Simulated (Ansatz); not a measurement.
Start from Au in the fcc (Cu type) structure (space group Fm-3m, No. 225; relaxed with 0.1 eV smearing).

```
Au
1.0
    0.00000     2.04143     2.04143
    2.04143     0.00000     2.04143
    2.04143     2.04143     0.00000
Au
1
Direct
  0.00000   0.00000   0.00000
```

All numbers come from PBEsol (Ansatz, an electronic-structure program, PAW, no spin-orbit coupling), earlier PAW set.

Base values:

| Item | Value |
|---|---|
| Pressure | 0.0 GPa |

Perturbation: the cell is scaled by 1.0372 in all directions; the atoms relax in the strained cell.

What happens to the pressure and energy relative to the base?

The pressure goes from zero to -13.9 GPa; the energy goes up by 97 meV/atom.

Whether these cells are dynamically stable was not tested.
